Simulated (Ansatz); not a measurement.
**ScCu in the CsCl type structure (space group Pm-3m, No. 221)**

Space group Pm-3m (No. 221); a = b = c = 3.2094 Å, α = β = γ = 90.00°

```json
[
 {"atom": "Sc", "site": "1b", "symmetry": "m-3m", "x": "0.5000", "y": "0.5000", "z": "0.5000"},
 {"atom": "Cu", "site": "1a", "symmetry": "m-3m", "x": "0.0000", "y": "0.0000", "z": "0.0000"}
]
```

All numbers come from PBEsol (Ansatz, a quantum-chemistry and plane-wave program, PAW, no SOC). Γ-centred 14×14×14 mesh, Fermi–Dirac width 0.05 eV.

| Quantity | Result |
|---|---|
| Volume per atom | 16.53 Å³ |
| Density | 5.45 g/cm³ |
| Band gap | zero |
| Total energy | -4350.342 eV/atom (σ→0; compares only within this code and set-up) |

Stability against distortions was not tested. The final runs are not spin-polarised.
